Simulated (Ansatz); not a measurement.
Consider a periodic stack without vacuum, polar orthorhombic HfO2 (0 0 1) on diamond (0 0 1) (film strained to the substrate, started from cuts of the bulks and a machine-learned relaxation; slabs C64 and Hf12O24, which can lie off the formulas): substrate slab C64, film Hf12O24, surface cells [[2, 0], [2, 2]] and [[0, -1], [1, 0]], film strained by -4.6 and -0.4 %, outermost planes C/C and O/Hf as cut, which need not be the usual terminations and can put a slab off its formula. Its start:

```xyz
100
Lattice="5.0509 0.0000 0.0000 0.0000 5.0509 -0.0022 0.0000 2.3015 31.0283" Properties=species:S:1:pos:R:3 pbc="T T T"
C     -0.0122     4.9681     1.7966
C      2.5348     4.9663     1.7993
C      0.0122     2.4426     1.7977
C      2.5161     2.4408     1.8004
C      1.2653     5.4500     1.0408
C      3.7799     4.4775     1.0415
C      1.2711     1.9520     1.0426
C      3.7856     2.9246     1.0419
C      3.7889     1.1907     3.6358
C      1.2632     1.1882     3.5816
C      3.7878     3.7137     3.5805
C      1.2620     3.7162     3.6347
C     -0.0599     1.1837     2.7175
C      2.5871     1.1830     2.7196
C      0.0600     3.7092     2.7164
C      2.4638     3.7084     2.7185
C     -0.0002     4.9856     5.4025
C      2.5258     4.9856     5.4014
C      0.0002     2.4602     5.4036
C      2.5251     2.4602     5.4025
C      1.2625     4.9895     4.5073
C      3.7887     4.9730     4.5059
C      1.2623     2.4476     4.5070
C      3.7884     2.4640     4.5084
C      3.7878     1.1999     7.1907
C      1.2633     1.1993     7.1884
C      3.7876     3.7247     7.1873
C      1.2631     3.7253     7.1896
C     -0.0016     1.1988     6.2980
C      2.5272     1.1988     6.2969
C      0.0016     3.7243     6.2969
C      2.5238     3.7243     6.2958
C     -0.0015     4.9869     8.9716
C      2.5264     4.9872     8.9744
C      0.0015     2.4614     8.9727
C      2.5245     2.4617     8.9755
C      1.2632     4.9883     8.0819
C      3.7874     4.9876     8.0802
C      1.2636     2.4621     8.0813
C      3.7878     2.4628     8.0830
C      3.7898     1.2010    10.7639
C      1.2593     1.1874    10.7632
C      3.7917     3.7129    10.7621
C      1.2611     3.7265    10.7628
C     -0.0010     1.1977     9.8663
C      2.5250     1.1981     9.8704
C      0.0010     3.7232     9.8652
C      2.5259     3.7236     9.8693
C     -0.0452     4.9771    12.5569
C      2.5804     4.9696    12.5375
C      0.0452     2.4516    12.5580
C      2.4705     2.4441    12.5386
C      1.2634     4.9806    11.6788
C      3.7958     4.9804    11.6369
C      1.2552     2.4549    11.6380
C      3.7875     2.4551    11.6799
C      3.7972     1.6228    14.1426
C      1.2967     0.6721    14.3264
C      3.7542     3.1975    14.3253
C      1.2538     4.1483    14.1415
C     -0.0124     1.1817    13.4784
C      2.5554     1.1693    13.4497
C      0.0124     3.7072    13.4773
C      2.4955     3.6947    13.4486
Hf     1.3679     2.8286    19.7450
Hf     1.1932     5.0835    17.3893
Hf     3.8577     2.5581    17.3905
Hf     3.6830     5.3541    19.7439
O      0.5349     4.7117    19.5114
O      0.6884     3.1394    17.3131
O      4.3625     5.6648    17.3120
O      4.5161     2.1862    19.5125
O      1.4640     1.0061    15.5987
O      2.2804     6.4801    18.4528
O      2.7705     3.9547    18.4539
O      3.5870     3.5315    15.5976
Hf     1.3577     2.8019    24.8042
Hf     1.3538     5.0096    22.2651
Hf     3.6972     2.4841    22.2662
Hf     3.6933     5.3274    24.8031
O      0.4558     4.5980    24.3696
O      0.4932     3.1781    21.8884
O      4.5577     5.7035    21.8873
O      4.5952     2.0725    24.3707
O      2.2935     6.4448    21.0157
O      2.2997     6.4082    23.5920
O      2.7513     3.8827    23.5931
O      2.7575     3.9194    21.0168
Hf     1.2954     2.9284    29.9424
Hf     1.3514     5.0280    27.3704
Hf     3.6995     2.5025    27.3715
Hf     3.7555     5.4538    29.9413
O      0.3640     4.5792    29.3010
O      0.4363     3.2513    26.8647
O      4.6146     5.7768    26.8636
O      4.6869     7.1047    29.2999
O      2.3045     6.4601    26.1805
O      2.2789     6.4583    28.8231
O      2.7721     3.9328    28.8242
O      2.7464     3.9346    26.1816
```

The start was prepared with a machine-learned potential, and the result is one local minimum, with the in-plane cell held and forces under 0.04 eV/Å; the film can end far from its bulk form.

The numbers are results of PBE (plane waves to 420 eV, PAW; Ansatz, a quantum-chemistry and plane-wave program), not measurements. Scalar-relativistic, without spin–orbit coupling; PBE gaps are too small against experiment. Its k-point mesh 5×5×1, Fermi–Dirac width 0.05 eV.

Q: Predict the relaxed interface.

A: The interface area comes out as 25.5 Å². The period comes out as 31.37 Å and the heights between the nearest atoms of the two slabs at the two interfaces is 1.23 and 2.05 Å. The C–Hf contacts across the interfaces within 1.22 times the sum of covalent radii comes out as 4, mean 2.30 Å and the C–O contacts across the interfaces within 1.22 times the sum of covalent radii is 2, mean 1.32 Å. The two interfaces is unlike, so that offsets are their mean. The spin-polarised check at this geometry is keeps a moment, energy -0.10 eV. The slope of the mean potential energy in the substrate is -6.1 MV/cm × e.
